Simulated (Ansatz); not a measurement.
Double-hcp Ce, treated with LDA in Ansatz (PAW).

Excerpt of the program's output:

```
Crystal: 4 atoms, lattice volume = 139.143 Å³
Basis set: ecut = 520 eV, 3681 PW (Γ), exchange–correlation on 60×60×180 points (8 copies of the dense FFT grid, shifted against one another)
Bands: 60, of which v1, the nominal top of the filled ones, is band 24 counted from 1 (23 counted from 0)
Symmetry: 24 space group operations
Space group: P63/mmc (ITA 194), of the structure as read, at distance tolerance 5.2e-5 Å
k-points: 148 of 1944
Initial density: superposition of atomic densities (chi_scale 0.1, normalization cell)
Functional: x = slater, c = lda
spin=Collinear: Kerker preconditioning applied to the charge; magnetization (m = ρ↑ − ρ↓) channel mixes plain (no charge-response kernel on spin).
SCF 1 converged in 17 iterations: F = -25588.597139 eV  dr2 = 2.20e-10
SCF converged after 17 iterations
Magnetization: 3.2300 μB (25.6150 up, 22.3850 down)
Free energy (F): -25588.597139 eV
Internal energy: -25588.407015 eV  (E = F + TS)
E sigma→0 (E₀):  -25588.502077 eV
Fermi energy:    11.794090 eV
--- Forces (eV/Å), atoms counted from 1 ---
  atom   1  Ce    -0.00000000    -0.00000000    -0.00000000
  atom   2  Ce    -0.00000000     0.00000000     0.00000000
  atom   3  Ce    -0.00000000    -0.00000000     0.00000000
  atom   4  Ce     0.00000000     0.00000000     0.00000000
--- Stress (GPa, compression-positive) ---
       -8.698681       0.000000       0.000000
        0.000000      -8.698681       0.000000
        0.000000       0.000000      -8.538376
  P = ⅓ Tr σ = -8.6452 GPa (-86.452 kbar)
```

Write an input file that could have produced this run (the log leaves some choices open).

One answer among several that fit: 
Ansatz 0.2 input:
```yaml
crystal:
  lattice:
    - [1.84055, -3.187926, 0.0]
    - [1.84055, 3.187926, 0.0]
    - [0.0, 0.0, 11.857]
  atoms:
    - { symbol: Ce, position: [0.0, 0.0, 0.5], spin: 1.0 }
    - { symbol: Ce, position: [0.0, 0.0, 0.0], spin: 1.0 }
    - { symbol: Ce, position: [0.33333333, 0.66666667, 0.25], spin: 1.0 }
    - { symbol: Ce, position: [0.66666667, 0.33333333, 0.75], spin: 1.0 }
basis:
  ecutwfc: 520
  ecutrho_ratio: 4
  xc_grid: 2
kpoints:
  mp_grid: { grid: [18, 18, 6] }
hamiltonian:
  xc: lda
  dispersion: none
  pseudopotentials: { kind: paw }
scf:
  occupations: { method: fermi_dirac, width: 0.05 }
  convergence: { dr2_threshold: 0.0000000004 }
output:
  forces: true
  stress: true
  eigenvalues: true
magnetization:
  spin_polarized: true
```

The PAW data were made under PBE.

The run is spin-polarised with parallel starting moments, which need not be the measured order.

Note: the magnetic order was assumed, not searched for or taken from measurement. Note: the 4f shell is treated without U or exact exchange, so its levels and filling can be wrong. Note: cell and atoms aren't relaxed at this level (pressure -8.6 GPa).

The result took about 6 core-minutes (a rough figure).

Ansatz is an electronic-structure program.
